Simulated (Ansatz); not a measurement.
## A computed series for hypothetical diamond Fe: thickness series

Take Fe in the diamond structure (space group Fd-3m, No. 227; a = 4.805 Å; non-magnetic; a hypothetical phase, not in the database extracts checked) as the base. Axes: x, y, z lie along the cube axes.

Free-standing slabs (2 atom(s) a layer) normal to [110] with 15 Å of vacuum; in-plane cell held at bulk.

The values are results of Ansatz (an electronic-structure program) PBEsol, scalar-relativistic without spin-orbit coupling, not measurements.

Notes on the quantities. excess energy per area of both faces: slab less bulk energy over the cell's area: twice a surface energy; uncertain by up to 0.1 J/m².

| variant | thickness between the outermost nuclei | shortest interatomic distance | excess energy per area of both faces |
|---|---|---|---|
| base | – | 2.081 Å | – |
| 1 layer | – | 2.017 Å | – |
| 2 layers | 1.71 Å | 1.990 Å | 4.50 J/m² |
| 3 layers | 3.53 Å | 2.045 Å | 4.77 J/m² |
| 4 layers | 5.22 Å | 2.039 Å | 4.7 J/m² |
| 5 layers | 6.92 Å | 2.044 Å | 4.8 J/m² |
| 6 layers | 8.59 Å | 2.043 Å | 4.8 J/m² |
| 7 layers | 10.30 Å | 2.043 Å | 4.8 J/m² |

Slab and bulk use different k-meshes, which limits the precision of the excess energy. Stability against distortions was not tested. Seeded moments were not kept for the base. All final runs are without spin polarisation. Fe has a high density of states at the Fermi level and may be magnetic at this level.
